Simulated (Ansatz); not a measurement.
For Ti$_{2}$InN (P6_3/mmc), PBEsol, DFPT electron-phonon coupling, linearised Boltzmann equation in Ansatz (a quantum-chemistry and plane-wave program) gives a transport coupling λ_tr = 0.324 and a Drude plasma energy ħω_p = 3.23 eV along x (a = (3.05, 0.00, 0.00) Å; b = (-1.53, 2.64, 0.00) Å; c = (0.00, 0.00, 13.88) Å).

Estimate the resistivity at 300 K from the high-temperature formula ρ = 2π λ_tr k_B T / (ħ ε₀ ω_p²), and say how the full Boltzmann solution compares.

The scattering rate is 1/τ = 2π λ_tr k_B T/ħ = 8.00e13 s⁻¹ and ω_p = 4.91e15 s⁻¹, so ρ ≈ 37.5 μΩ·cm. The Boltzmann solution gives 31.7 μΩ·cm, 0.85 times the estimate; it lies lower because k_BT is not large against the phonon energies and the solution lets the distribution adjust.

A metal at this level (no band gap). Only scattering by harmonic phonons is included (no impurities, grain boundaries, electron-electron scattering or thermal expansion). Spin-orbit coupling is left out. Halving the electron mesh (32x32x8) moves the resistivity by up to 3 % at 300 K, the coupling by up to 1 %. Smearing 0.20 eV; phonons on a 5x5x1 q mesh, which this run doesn't test.

Computed structure with no diffraction record at hand here (it may be known, metastable or hypothetical): Ti2InN (P6_3/mmc).
